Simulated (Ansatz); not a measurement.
Response to strain in Re

Consider Re in the hcp (Mg type) structure (space group P6_3/mmc, No. 194; relaxed with 0.1 eV smearing).

```
Re
1.0
    2.77642     0.00000     0.00000
   -1.38821     2.40445     0.00000
    0.00000     0.00000     4.48093
Re
2
Direct
  0.66667   0.33333   0.75000
  0.33333   0.66667   0.25000
```

Cartesian axes are those of the cell as printed.

Strains are applied to the cell and any free atomic positions relax; under biaxial strain the out-of-plane vector relaxes too.

Method: PBE, PAW, 420 eV (Ansatz, a quantum-chemistry and plane-wave program; without spin-orbit coupling).

Notes on the quantities. pressure: mean of the normal stresses, compression positive.

| case | out-of-plane strain | pressure | shortest interatomic distance |
|---|---|---|---|
| base | – | 0.0 GPa | 2.755 Å |
| biaxial strain −3.00 %, plane normal [001], relaxed out of plane | ___ | 17.5 GPa | 2.693 Å |
| biaxial strain −2.00 %, plane normal [001], relaxed out of plane | +1.31 % | 11.0 GPa | 2.721 Å |
| biaxial strain −1.00 %, plane normal [001], relaxed out of plane | +0.66 % | 5.1 GPa | ___ |
| biaxial strain −0.50 %, plane normal [001], relaxed out of plane | +0.33 % | 2.5 GPa | 2.756 Å |
| biaxial strain +0.50 %, plane normal [001], relaxed out of plane | -0.34 % | -2.3 GPa | 2.753 Å |
| biaxial strain +1.00 %, plane normal [001], relaxed out of plane | -0.69 % | -4.5 GPa | 2.752 Å |
| biaxial strain +1.50 %, plane normal [001], relaxed out of plane | -1.04 % | -6.4 GPa | 2.750 Å |
| biaxial strain +2.50 %, plane normal [001], relaxed out of plane | -1.75 % | -10.0 GPa | 2.747 Å |
| biaxial strain +3.00 %, plane normal [001], relaxed out of plane | ___ | -11.6 GPa | 2.745 Å |

**Question.** Complete the table.

**Answer.** 
- biaxial strain −3.00 %, plane normal [001], relaxed out of plane, out-of-plane strain: +1.96 %
- biaxial strain −1.00 %, plane normal [001], relaxed out of plane, shortest interatomic distance: 2.749 Å
- biaxial strain +3.00 %, plane normal [001], relaxed out of plane, out-of-plane strain: -2.11 %

Whether these cells are dynamically stable was not tested. The final runs are not spin-polarised.
